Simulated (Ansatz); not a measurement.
**Mg interstitial in silicon**

Method: PBE, PAW (plane waves to 420 eV; Ansatz, an electronic-structure program). A 2×2×2 supercell of 64 sites was used; the energies come from a 2×2×2 shifted sampling of its zone. Site at the start: void with 6Si nearest. Finite-size correction: monopole term and site-potential alignment. Dielectric constants: PBE linear response of the host. Host gap at this level: 0.61 eV. These values are not converged in cell size to better than tenths of an eV. PBE underestimates the host's gap, which shifts levels and can delocalise carriers. Spin–orbit coupling is left out. Each state is the lowest found from its start.

Formation energies E_f are given with the Fermi level at the valence-band maximum. Chemical conditions: impurity bounded by its compound with the host (Δμ(Mg) = -0.24 eV, bounded by antifluorite Mg2Si; only phases computed here count, gases as isolated molecules at 0 K). Reference phases: Mg: hcp Mg.

The name describes the start; the neighbours show where the added atom ended.

```json
[
 {"charge": "+2", "moment (μB)": "not spin-polarised", "point group": "Td", "largest move off a lattice site (Å)": "0.15", "neighbours of the added atom at the end (Å)": "Si 2.52, Si 2.52, Si 2.52, Si 2.52", "image correction with alignment (eV)": "0.82", "E_f, impurity bounded by its compound with the host (eV)": "1.57"},
 {"charge": "+1†", "moment (μB)": "fractional", "point group": "–", "largest move off a lattice site (Å)": "0.15", "neighbours of the added atom at the end (Å)": "Si 2.51, Si 2.51, Si 2.51, Si 2.51", "image correction with alignment (eV)": "0.29", "E_f, impurity bounded by its compound with the host (eV)": "–"},
 {"charge": "0†", "moment (μB)": "not spin-polarised", "point group": "–", "largest move off a lattice site (Å)": "0.14", "neighbours of the added atom at the end (Å)": "Si 2.51, Si 2.51, Si 2.51, Si 2.51", "image correction with alignment (eV)": "0.00", "E_f, impurity bounded by its compound with the host (eV)": "2.51"}
]
```

† Not settled in this cell, so no level is given: charge +1: fractional moment, carriers not clearly localised; charge 0: carriers not clearly localised, level within 0.1 eV of a band edge or past it.

Point groups are those of the whole cell at tolerances of 0.03 and 0.1 Å ("near" where only the looser one holds); none is given for unsettled states.

No other site or start that was run ended lower by more than 0.1 eV.
